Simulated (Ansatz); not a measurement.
The parent structure is SnTe in the rock salt structure (space group Fm-3m, No. 225; a = 6.371 Å). Axes: x, y, z lie along the cube axes.

Computed with Kohn–Sham DFT with the r2SCAN functional, run in Ansatz (a program for electronic structure) with PAW and 500 eV plane waves, without spin-orbit coupling, earlier PAW set.

Strains are applied to the cell and any free atomic positions relax; under biaxial strain the out-of-plane vector relaxes too.

One change was made to it. Results:

The energy grows by 113 meV/atom; the pressure goes from zero to -5.17 GPa; the band gap goes up by 0.433 eV (0.13 eV → 0.57 eV).

Which of these changes matches the shifts?
(A) uniaxial strain ε_zz = +0.88 %
(B) biaxial strain +0.92 %, plane normal [111], relaxed out of plane
(C) isotropic strain +5.85 %

C, isotropic strain +5.85 %. For comparison, the band gap in the other runs: uniaxial strain ε_zz = +0.88 % gives 0.15 eV; biaxial strain +0.92 %, plane normal [111], relaxed out of plane gives zero.

Spin-orbit coupling, missing from the scalar runs, can matter with Te. Stability against distortions was not tested. The final runs are not spin-polarised. Gaps under 0.05 eV, about the width of the smearing, are given as zero. The zero or small gap of SnTe can change with the level of theory.
